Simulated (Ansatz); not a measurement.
The parent structure is SiO₂ (space group P3_221, No. 154; a = 4.949 Å, c = 5.441 Å). Axes: x lies along a and z along c of the hexagonal cell.

The values are results of plane-wave PAW DFT at the PBEsol level (Ansatz, a quantum-chemistry and plane-wave program, 420 eV), no SOC, not measurements.

Strains are applied to the cell and any free atomic positions relax.

One change was made to it. Results:

The energy grows by 3.2 meV/atom; the largest internal atomic displacement comes out as 0.076 Å; the pressure (mean of the normal stresses, compression positive) decreases by 9.7 kbar, from 0.1 kbar to -9.6 kbar.

**Question.** Which change produced these results?
A) uniaxial strain ε_zz = +1.50 %
B) uniaxial strain ε_zz = +0.75 %
C) uniaxial strain ε_zz = +2.25 %
D) uniaxial strain ε_zz = +3.00 %

**Answer.** D, uniaxial strain ε_zz = +3.00 %. For comparison, the energy relative to the base in the other runs: uniaxial strain ε_zz = +2.25 % gives +1.8 meV/atom; uniaxial strain ε_zz = +0.75 % gives +0.2 meV/atom; uniaxial strain ε_zz = +1.50 % gives +0.8 meV/atom.

Whether these cells are dynamically stable was not tested.
